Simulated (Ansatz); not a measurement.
## A computed series for ZnS: response to strain

Start from ZnS in the wurtzite structure (space group P6_3mc, No. 186).

```
CELL_PARAMETERS angstrom
      3.73826     0.00000     0.00000
     -1.86913     3.23743     0.00000
      0.00000     0.00000     6.14288
ATOMIC_POSITIONS crystal
  Zn 0.33333 0.66667 0.00059
  Zn 0.66667 0.33333 0.50059
  S  0.33333 0.66667 0.37441
  S  0.66667 0.33333 0.87441
```

Cartesian axes are those of the cell as printed.

Strains are applied to the cell and any free atomic positions relax.

Method: plane-wave PAW DFT at the LDA level (Ansatz, a program for electronic structure, 420 eV), no spin-orbit coupling.

Notes on the quantities. energy relative to the base: free energy F.

| uniaxial strain ε_zz (%) | energy relative to the base (meV/atom) |
|---|---|
| -3 | 8.9 |
| -2.4 | 5.6 |
| -1.8 | 3.1 |
| -1.2 | ? |
| -0.6 | 0.3 |
| 0 | 0.0 |

**Question.** Fit ΔE = Aε² + Bε³ (ε in %) to the rows shown and predict the withheld row.

**Answer.** Least squares on the printed values gives A = 0.904 and B = -0.028 meV/atom (largest residual 0.0 meV/atom); this predicts 1.4 meV/atom, and the run gives 1.4 meV/atom, in agreement.

Stability against distortions was not tested.
